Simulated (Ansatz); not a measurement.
## Pressure series in MoTe2

Take MoTe2 in the 2H-MoS2 type structure (space group P6_3/mmc, No. 194; a = 3.497 Å, c = 13.696 Å; layered, stacked along the Cartesian z axis) as the base.

Cell and atoms are relaxed at each pressure.

The values are results of PBE-D3(BJ) (Ansatz, a first-principles code), spin-orbit coupling left out, not measurements.

| change | lattice parameter a | gap character | width of the top valence band | band gap |
|---|---|---|---|---|
| base | 3.497 Å | indirect, Γ → K–Γ (44 % along) | 1.03 eV | 0.60 eV |
| pressure −2 GPa | 3.535 Å | indirect, K → K–Γ (40 % along) | 0.89 eV | 0.80 eV |
| pressure −1 GPa | 3.515 Å | indirect, Γ → K–Γ (44 % along) | 0.99 eV | 0.68 eV |
| pressure 0.3 GPa | 3.491 Å | indirect, Γ → K–Γ (44 % along) | 1.05 eV | 0.58 eV |
| pressure 0.7 GPa | 3.485 Å | indirect, K–Γ (81 % along) → K–Γ (44 % along) | 1.09 eV | 0.54 eV |
| pressure 1.5 GPa | 3.472 Å | indirect, K–Γ (81 % along) → K–Γ (44 % along) | 1.14 eV | 0.46 eV |
| pressure 5 GPa | 3.423 Å | indirect, K–Γ (87 % along) → K–Γ (44 % along) | 1.31 eV | 0.19 eV |
| pressure 7.5 GPa | 3.393 Å | – | – | zero |
| pressure 10 GPa | 3.366 Å | – | – | zero |

A case with no gap was solved on a k-mesh chosen for an insulator, which is coarse for it. Spin-orbit coupling, missing from the scalar runs, can matter with Te. Load acts through the strain it causes; cell and atoms are relaxed under it. Whether these cells are dynamically stable was not tested. No other phases were tried under pressure. The final runs are not spin-polarised. Gaps under 0.05 eV, about the width of the smearing, are given as zero. The D3 term's C6 switches between coordination references near this geometry, which can add small steps to energies. A zero or small gap of MoTe2 under pressure 5 GPa, MoTe2 under pressure 7.5 GPa and MoTe2 under pressure 10 GPa can be the functional's error rather than a property of the material.
